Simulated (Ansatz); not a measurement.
Bulk modulus of L1₂ (Cu3Au-type) Cu3Au at several levels of theory

No measured value is used here.

```csv
level (code),value (GPa),cell (Å³/atom)
LDA (Ansatz),191,12.37
PBE (Ansatz),[?],13.51
PBE-D4 (Ansatz),162,12.97
PBE0-D3(BJ) (Ansatz),160,12.71
Hartree–Fock (Ansatz),53.1,16.60
```

Problem. Some entries are withheld; supply them.

Solution. 
- PBE (Ansatz, a quantum-chemistry and plane-wave program), value (GPa): 142

Density-functional levels without +SOC have no spin–orbit coupling. PBE0-D3(BJ), Hartree–Fock: the run has no spin polarisation, so it can have missed a magnetic state. Hartree–Fock: the cell is over a tenth larger than the published one: the level's own overestimate first of all, though another phase or state, or a fault of the published cell, is possible. Each level is taken at its own relaxed cell. Cutoffs and k meshes differ between the levels. Ansatz's density-functional and Hartree–Fock values are scalar-relativistic unless marked +SOC, with PAW data made under PBE.
